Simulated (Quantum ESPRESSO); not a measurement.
# Parameter sweep on In₂Ag (I4/mcm, 6 atoms in the cell)

```
CELL_PARAMETERS angstrom
     -3.51378     3.51378     2.86985
      3.51378    -3.51378     2.86985
      3.51378     3.51378    -2.86985
ATOMIC_POSITIONS crystal
  In 0.65630 0.15630 0.81260
  In 0.15630 0.34370 0.50000
  In 0.34370 0.84370 0.18740
  In 0.84370 0.65630 0.50000
  Ag 0.25000 0.25000 0.00000
  Ag 0.75000 0.75000 0.00000
```

Base run A: LDA (PZ), PSlibrary ultrasoft (LDA) pseudopotentials in Quantum ESPRESSO 7.5, self-consistent single point.

Its settings: ecutwfc = 50 Ry; ecutrho = 300 Ry; occupations = smearing; smearing = methfessel-paxton; degauss = 0.0099958 Ry; potentials = {In: In.pz-dn-rrkjus_psl.1.0.0.UPF, Ag: Ag.pz-n-rrkjus_psl.1.0.0.UPF}; K_POINTS = automatic 6 6 6 0 0 0; conv_thr = 1e-10 Ry; mixing_beta = 0.7.

The starting cell comes from a database of published, mostly measured structures (it also holds non-ambient and calculated ones), without a prior relaxation at this level. Its lattice was rescaled by a random factor within 2.5 % of one. In the base run, with a pressure of about -8 GPa the cell is away from its equilibrium volume at this level.

Run A gave: pressure (GPa) -8.31; largest force (eV/Å) 0.003.

Runs:
- B: pseudopotentials: {In: In.pz-dn-rrkjus_psl.1.0.0.UPF, Ag: Ag.pz-n-rrkjus_psl.1.0.0.UPF} → {In: In.pbe-dn-rrkjus_psl.1.0.0.UPF, Ag: Ag.pbe-n-rrkjus_psl.1.0.0.UPF}; input_dft: default → pbesol [PBEsol]
- C: pseudopotentials: {In: In.pz-dn-rrkjus_psl.1.0.0.UPF, Ag: Ag.pz-n-rrkjus_psl.1.0.0.UPF} → {In: In.pbe-dn-rrkjus_psl.1.0.0.UPF, Ag: Ag.pbe-n-rrkjus_psl.1.0.0.UPF}; input_dft: default → blyp [BLYP]
- D: pseudopotentials: {In: In.pz-dn-rrkjus_psl.1.0.0.UPF, Ag: Ag.pz-n-rrkjus_psl.1.0.0.UPF} → {In: In.pbe-dn-rrkjus_psl.1.0.0.UPF, Ag: Ag.pbe-n-rrkjus_psl.1.0.0.UPF}; input_dft: default → wc [Wu-Cohen GGA]
- E: pseudopotentials: {In: In.pz-dn-rrkjus_psl.1.0.0.UPF, Ag: Ag.pz-n-rrkjus_psl.1.0.0.UPF} → {In: In.pbe-dn-rrkjus_psl.1.0.0.UPF, Ag: Ag.pbe-n-rrkjus_psl.1.0.0.UPF}; input_dft: default → vdw-df2 [vdW-DF2]
- F: pseudopotentials: {In: In.pz-dn-rrkjus_psl.1.0.0.UPF, Ag: Ag.pz-n-rrkjus_psl.1.0.0.UPF} → {In: In.pbe-dn-rrkjus_psl.1.0.0.UPF, Ag: Ag.pbe-n-rrkjus_psl.1.0.0.UPF}; input_dft: default → vdw-df-cx [vdW-DF-cx]
- G: pseudopotentials: {In: In.pz-dn-rrkjus_psl.1.0.0.UPF, Ag: Ag.pz-n-rrkjus_psl.1.0.0.UPF} → {In: In.pbe-dn-rrkjus_psl.1.0.0.UPF, Ag: Ag.pbe-n-rrkjus_psl.1.0.0.UPF}; input_dft: default → rvv10 [rVV10]

### Question
What does run C change against A?

### Answer
The pressure goes from -8.31 to 2.60 GPa and the largest force goes from 0.003 to 0.131 eV/Å.

### Question
What does run D change against A?

### Answer
The pressure goes from -8.31 to -5.81 GPa and the largest force goes from 0.003 to 0.029 eV/Å.

```json
[
 {"run": "A", "pressure (GPa)": "-8.31", "largest force (eV/Å)": "0.003"},
 {"run": "B", "pressure (GPa)": "-6.09", "largest force (eV/Å)": "0.021"},
 {"run": "C", "pressure (GPa)": "2.60", "largest force (eV/Å)": "0.131"},
 {"run": "D", "pressure (GPa)": "-5.81", "largest force (eV/Å)": "0.029"},
 {"run": "E", "pressure (GPa)": "5.23", "largest force (eV/Å)": "0.168"},
 {"run": "F", "pressure (GPa)": "-5.45", "largest force (eV/Å)": "0.037"},
 {"run": "G", "pressure (GPa)": "-1.04", "largest force (eV/Å)": "0.106"}
]
```

Left out of this page: 3 runs of the series held back from this collection.
